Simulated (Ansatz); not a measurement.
Ansatz (a quantum-chemistry and plane-wave program), DFT, PBE, plane waves, its default PAW files: Al(111) slab of 8 layers, 2x2, C adatom, atoms displaced (Al32C), unrelaxed, 33 atoms. Basis and mesh were picked for this test and aren't claimed converged.

- cell = 5.73, 5.73, 27.97 Å; 90, 90, 60°
- distance to the nearest atom = 2.02 to 2.84 Å
- task = single point
- k mesh = 6×6×1
- hamiltonian.xc = pbe
- kind of files = paw
- scf.occupations.method = gaussian
- scf.occupations.width = 0.2 eV
- output.forces = true
- binding of workers (--pin) = off
- k-point pools (--kpoint-pools) = 1
- memory maximum (--max-ram) = 8GiB
- accuracy = medium (default)
- basis.precision = auto (default)
- basis.xc_grid = 2 (default)
- scf.eigensolver.kind = auto (default)
- scf.convergence.dr2_threshold = 1e-07 (default)
- scf.lower_state_search = light (default)
- k-points after symmetry = 20
- bands at the start = 83
- electrons = 100
- plane waves at Γ = 15633
- cutoff (eV) = 420
- FFT grid = 40×40×192
- symmetry operations = 1

Settings of this run: scf.mixing.algorithm = auto, scf.mixing.preconditioner = none, scf.algorithm = auto; 4 threads.

| iteration | dr2 (eV) | Hψ |
|---|---|---|
| 1 | 6.47e1 | 9938 |
| 2 | 3.80e4 | 32042 |
| 3 | 4.77e1 | 19280 |
| 4 | 1.14e1 | 5650 |
| 5 | 1.44e0 | 2107 |
| 6 | 5.98e-1 | 1325 |
| 7 | 8.87e-2 | 1661 |
| 8 | 2.55e-2 | 1588 |
| 9 | 8.21e-2 | 1369 |
| 10 | 4.49e-3 | 1270 |
| 11 | 9.52e-5 | 1399 |
| 12 | 2.00e-3 | 3600 |
| 13 | 2.39e-3 | 2269 |
| 14 | 2.11e-4 | 1602 |
| 15 | 6.89e-5 | 1379 |
| 16 | 4.97e-5 | 1413 |
| 17 | 8.48e-6 | 1388 |
| 18 | 6.23e-6 | 1855 |
| 19 | 1.68e-6 | 1285 |
| 20 | 7.44e-7 | 1367 |
| 21 | 1.24e-6 | 1418 |
| 22 | 5.26e-7 | 1312 |
| 23 | 5.14e-8 | 21363 |

It converged after 23 SCF iterations.

Task: Which change of one setting makes this cycle converge in far fewer steps?

Result: One answer among several that fit: scf.mixing.preconditioner = auto (default) (7 SCF iterations) or scf.mixing.preconditioner = ldos (7 SCF iterations), all else kept. The other changes of this size gave: scf.mixing.preconditioner = kerker_dos (15); scf.mixing.preconditioner = local_kerker (17); scf.mixing.algorithm = broyden (18); scf.mixing.preconditioner = kerker (19). In that run the program took: scf.mixing.algorithm MSR1, scf.mixing.preconditioner LDOS, scf.eigensolver.kind band_cg, --slots 4. The first change moves the result by: energy under 0.001 meV/atom, forces (largest component) 0.10 meV/Å. Counts are of single runs.

Keys are those of Ansatz 0.2.
